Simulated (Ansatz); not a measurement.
Response to strain in Zr

The parent structure is Zr in the hcp (Mg type) structure (space group P6_3/mmc, No. 194; a = 3.182 Å, c = 5.124 Å; relaxed with 0.1 eV smearing). Axes: x lies along a and z along c of the hexagonal cell.

Strains are applied to the cell and any free atomic positions relax.

The values are results of PBEsol, PAW, 420 eV (Ansatz, a first-principles code; without spin-orbit coupling), not measurements.

Notes on the quantities. energy relative to the base: free energy F.

| change | energy relative to the base | shortest interatomic distance |
|---|---|---|
| base | 0 meV/atom | 5.957 bohr |
| tensor shear ε_xz = +2.00 % | +2.5 meV/atom | 5.864 bohr |
| tensor shear ε_xz = +1.71 % | [?] | [?] |
| tensor shear ε_xz = +0.86 % | +0.5 meV/atom | 5.916 bohr |
| tensor shear ε_xz = +1.43 % | +1.3 meV/atom | 5.888 bohr |
| tensor shear ε_xz = +0.29 % | +0.1 meV/atom | 5.943 bohr |
| tensor shear ε_xz = +1.14 % | +0.8 meV/atom | 5.902 bohr |
| tensor shear ε_xz = +0.57 % | +0.2 meV/atom | 5.930 bohr |

Q: Some entries are withheld; estimate them.

A: 
- tensor shear ε_xz = +1.71 %, energy relative to the base: +1.8 meV/atom
- tensor shear ε_xz = +1.71 %, shortest interatomic distance: 5.877 bohr

Stability against distortions was not tested. The final runs are not spin-polarised.
